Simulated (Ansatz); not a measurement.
# Pressure series in C

The reference is C in the diamond structure (space group Fd-3m, No. 227; a = 3.560 Å).

Cell and atoms are relaxed at each pressure.

Level of theory: r2SCAN, PAW, 500 eV (Ansatz, a first-principles code; scalar-relativistic without spin-orbit coupling).

Candidates:
(a) pressure 18 GPa
(b) pressure 9 GPa
(c) pressure 4.2 GPa
(d) pressure −2 GPa
(e) pressure 60 GPa

Before the change:

- Band gap = 4.36 eV

**Question.** Order them by band gap, highest first.

**Answer.** (e) pressure 60 GPa (4.63 eV), (a) pressure 18 GPa (4.45 eV), (b) pressure 9 GPa (4.41 eV), (c) pressure 4.2 GPa (4.38 eV), (d) pressure −2 GPa (4.35 eV)

Load acts through the strain it causes; cell and atoms are relaxed under it. Whether these cells are dynamically stable was not tested. Competing high-pressure phases were not computed.
